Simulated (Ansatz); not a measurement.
Base system: Mo₃Ir in the A15 (Cr3Si type) structure (space group Pm-3n, No. 223; a = 4.940 Å; a cell from a computed database, its experimental status unchecked).

It is then changed as follows: an isotropic linear strain of +0.40 %; the atoms relax in the strained cell.

Levels (all Ansatz, a first-principles code, PAW): PBEsol (420 eV, without spin-orbit coupling); PBEsol+SOC (420 eV, spin-orbit coupling included).

The geometry is relaxed with PBEsol.

```
Property           Result
---------------  --------
PBEsol pressure  -3.5 GPa
```

Q: How does going to PBEsol+SOC change the pressure?

A: The pressure increases by 0.16 GPa, from -3.5 GPa to -3.4 GPa.

Single points use the geometry relaxed with PBEsol. Differences between runs with and without spin-orbit coupling are approximate. No phonon test of stability was made. The runs without spin-orbit coupling are not spin-polarised.
